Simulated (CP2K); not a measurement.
Band structure of LiBe (P2_1/m, 4 atoms in the cell).

```
LiBe
1.0
    2.29599     0.00000     0.00000
    0.00000     3.61277     0.00000
   -0.40174     0.00000     5.51352
Li Be
2 2
Direct
  0.73685   0.25000   0.15486
  0.26315   0.75000   0.84514
  0.75642   0.25000   0.57617
  0.24358   0.75000   0.42383
```

Computed with PBEsol, GPW, DZVP-MOLOPT-SR-GTH basis, GTH-PBE potentials (GTH_POTENTIALS) (CP2K 2026.2).

Settings: CUTOFF = 600 Ry; REL_CUTOFF = 60 Ry; SMEAR/METHOD = GAUSSIAN; SIGMA = 0.272 eV; KPOINTS/SCHEME = MONKHORST-PACK 11 7 5; XC_FUNCTIONAL = PBE:PBESOL; Li/BASIS_SET = DZVP-MOLOPT-SR-GTH; Li/POTENTIAL = GTH-PBE-q3; Be/BASIS_SET = DZVP-MOLOPT-SR-GTH; Be/POTENTIAL = GTH-PBE-q4; METHOD = GPW; EPS_DEFAULT = 1e-10; EXTRAPOLATION = USE_GUESS; NGRIDS = 5.

The starting cell comes from a database of computed structures (which also holds hypothetical and non-ambient phases and stackings), without a prior relaxation at this level. Values carry the incompleteness of an atom-centred basis. The potentials were made for another functional than the one used.

Levels in eV from the Fermi level, bands 3 to 8:
| point | 3 | 4 | 5 | 6 | 7 | 8 |
|---|---|---|---|---|---|---|
| Γ | -45.46 | -45.42 | -7.72 | -3.13 | -2.19 | -0.84 |
| Y | -45.46 | -45.42 | -7.62 | -4.41 | -0.60 | 1.23 |
| H | -45.33 | -45.32 | -2.71 | -2.24 | 0.36 | 1.22 |
| C | -45.33 | -45.32 | -2.49 | -2.45 | 0.62 | 0.86 |
| E | -45.32 | -45.32 | -1.70 | -1.70 | 2.17 | 2.17 |
| M1 | -45.33 | -45.33 | -1.73 | -1.73 | 2.20 | 2.20 |
| A | -45.33 | -45.33 | -1.93 | -1.93 | 2.92 | 2.92 |
| X | -45.33 | -45.32 | -2.57 | -2.57 | 0.67 | 2.00 |
| D | -45.44 | -45.44 | -5.56 | -5.56 | -2.49 | -2.49 |

Bands cross the Fermi level along this path, so the cell is metallic at this level.

Higher empty bands are left out: an atom-centred basis made for the valence describes them poorly.
